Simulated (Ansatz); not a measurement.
A relaxation of cell and atoms of LaGe2Pd2 (I4/mmm, 5 atoms in the cell) with Ansatz (an electronic-structure program).

Computed with LDA (PW92), default PAW files made with PBE (plane waves; Ansatz).

The change in words: atoms on their sites; basis.ecutwfc: 420 eV → 210 eV; relax: default → cell and atoms. Reference geometry:
```xyz
5
Lattice="-2.1882 2.1882 5.0369 2.1882 -2.1882 5.0369 2.1882 2.1882 -5.0369" Properties=species:S:1:pos:R:3 pbc="T T T"
La     0.0000     0.0000     0.0500
Ge     0.0000     0.0000     6.2873
Ge     0.0000     0.0000     3.7864
Pd     2.1882     0.0000     2.5184
Pd     0.0000     2.1882     2.5184
```

Reference input (self-consistent single point, DFT, LDA (PW92), plane waves, default PAW files made with PBE): basis.ecutwfc = 420 eV; kpoints.mp_grid.grid = 5 5 5; hamiltonian.xc = lda; hamiltonian.pseudopotentials = {kind: paw} (the program's default PAW files); scf.occupations.method = fermi_dirac; scf.occupations.width = 0.1 eV. This run's input differs from it in these lines:

Ansatz 0.2 input:
```diff
@@ -7,3 +7,3 @@
   atoms:
-    - { symbol: La, position: [0.004963, 0.004963, 0.000000] }
+    - { symbol: La, position: [0.000000, 0.000000, 0.000000] }
     - { symbol: Ge, position: [0.624130, 0.624130, 0.000000] }
@@ -13,3 +13,3 @@
 basis:
-  ecutwfc: 420.0 eV
+  ecutwfc: 210.0 eV
 kpoints:
@@ -21,2 +21,4 @@
   occupations: { method: fermi_dirac, width: 0.1 eV }
+relax:
+  cell: {}
 output:
```

Output, abridged:

```
   [... SCF lines of the steps left out ...]
relax step   1: F+E_penalty+E_count = -28172.00179347 eV  Δ(F+E_penalty+E_count) = +0.000e0 eV  max|allowed force component| = 6.025e-1 eV/Å  Δτ_max = 0.0000 Å  P = -5.446 GPa  Ω = 96.470 Å³  (8 SCF iters, dr2 threshold 1.00e-7 eV, accepted)
relax step   2: F+E_penalty+E_count = -28179.86091749 eV  Δ(F+E_penalty+E_count) = -7.859e0 eV  max|allowed force component| = 3.420e-2 eV/Å  Δτ_max = 0.0307 Å  P = +59.606 GPa  Ω = 90.807 Å³  energy of the carried Pulay correction = +8.856e0 eV  (7 [...]
   [... lines left out ...]
relax step 119: F+E_penalty+E_count = -28171.96391056 eV  Δ(F+E_penalty+E_count) = -1.456e-2 eV  max|allowed force component| = 1.596e-5 eV/Å  Δτ_max = 0.0004 Å  P = -0.001 GPa  Ω = 93.207 Å³  energy of the carried Pulay correction = +1.455e-2 eV  [...]
relax step 120: F+E_penalty+E_count = -28171.89515064 eV  Δ(F+E_penalty+E_count) = +6.876e-2 eV  max|allowed force component| = 4.825e-3 eV/Å  Δτ_max = 0.0000 Å  P = +0.004 GPa  Ω = 93.207 Å³  stress off target by 1.48e-1 GPa  SCF on the basis [...]
basis re-selected at this cell: Δ(F+E_penalty+E_count) = +6.876e-2 eV, ΔP = +0.004 GPa vs the last step
   [... lines left out ...]
Free energy (F): -28171.895151 eV
Fermi energy:    14.989997 eV
Error: variable-cell relaxation did not converge after 120 `relax_step` rows, as none of its last 45 fresh-basis SCF(s) at a relaxed cell met both thresholds with a finite energy. The last misses `relax.cell.stress_tol`: largest allowed force component 4.83e-3 eV/Å (`relax.f_tol` 1.00e-2 eV/Å), stress off the target on the free part of the cell 1.48e-1 GPa (`relax.cell.stress_tol` 5.00e-2 GPa), F+E_penalty+E_count -28171.89515064 eV. The closest is row 112, whose structure comes with this error. Larger ratio of force or stress to its threshold at each such SCF whose figures are numbers: 141.427, 139.740, 101.219, 93.445, 64.981, 50.494, 33.402, 27.118, 19.562, 26.830, 25.042, [...]
   [... lines left out ...]
to start a new deck from the relaxed geometry:
  cell:  # Å, volume = 93.2294 Å³
    - [-2.1925678343830186, 2.1925678343830186, 4.848270254809629]
    - [2.1925678343830186, -2.1925678343830186, 4.848270254809629]
    - [2.1925678343830186, 2.1925678343830186, -4.848270254809629]
  atoms:
    - { symbol: La, position: [4.7759161620601585e-21, 4.775916162060103e-21, -1.7791995277952314e-35] }
    - { symbol: Ge, position: [0.6279520452224974, 0.6279520452224974, 1.4404793140848105e-34] }
    - { symbol: Ge, position: [0.3720479547775029, 0.3720479547775029, 1.525661328194106e-34] }
    - { symbol: Pd, position: [0.24999999999999994, 0.75, 0.49999999999999994] }
    - { symbol: Pd, position: [0.75, 0.24999999999999994, 0.49999999999999994] }
```

The relaxation ended unconverged. 

The starting cell comes from a database of computed structures (which also holds hypothetical and non-ambient phases and stackings), without a prior relaxation at this level. Its lattice was rescaled by up to half a per cent. The cutoff lies below the one recommended for these files.

Cost on one core of a shared machine: roughly 5 min.
